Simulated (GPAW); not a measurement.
Band structure of BeSe (F-43m, 2 atoms in the cell).

```yaml
crystal:
  lattice:
    - [0.00000, 2.57000, 2.57000]
    - [2.57000, 0.00000, 2.57000]
    - [2.57000, 2.57000, 0.00000]
  atoms:
    - { symbol: Be, position: [0.00000, 0.00000, 0.00000] }
    - { symbol: Se, position: [0.25000, 0.25000, 0.25000] }
```

Level of theory: PBE, GPAW PAW datasets PBE (gpaw-data 1.0.1) (plane waves; GPAW 25.7.0).

Settings: mode = pw; ecut = 850 eV; xc = PBE; kpts = 9 9 9; mesh shift (steps) = 0 0 0; occupations.name = fermi-dirac; occupations.width = 0.05 eV; nbands = -8; convergence.bands = -6; symmetry.symmorphic = false; symmetry.tolerance = 0.0005; maxiter = 100; bandpath_npoints = 40.

The starting cell has typed, rounded lattice constants, without a prior relaxation at this level.

### Question
Predict the gap along the standard path and the places of the band edges.

### Answer
The gap along the path is 2.62 eV, from Γ to X; the smallest direct gap on it is 4.39 eV.

Levels in eV from the top of the valence band on the SCF mesh, bands 1 to 8:
| point | 1 | 2 | 3 | 4 | 5 | 6 | 7 | 8 |
|---|---|---|---|---|---|---|---|---|
| Γ | -13.81 | 0.00 | 0.00 | 0.00 | 4.39 | 5.02 | 5.02 | 5.02 |
| X | -12.00 | -5.09 | -2.67 | -2.67 | 2.62 | 4.21 | 11.76 | 11.76 |
| W | -11.96 | -4.42 | -3.82 | -3.31 | 6.16 | 7.15 | 7.39 | 8.05 |
| K | -12.02 | -4.67 | -4.04 | -2.23 | 3.75 | 6.85 | 9.73 | 10.09 |
| L | -12.46 | -5.73 | -1.08 | -1.08 | 4.35 | 5.98 | 5.98 | 10.03 |
| U | -12.02 | -4.67 | -4.04 | -2.23 | 3.75 | 6.85 | 9.73 | 10.09 |
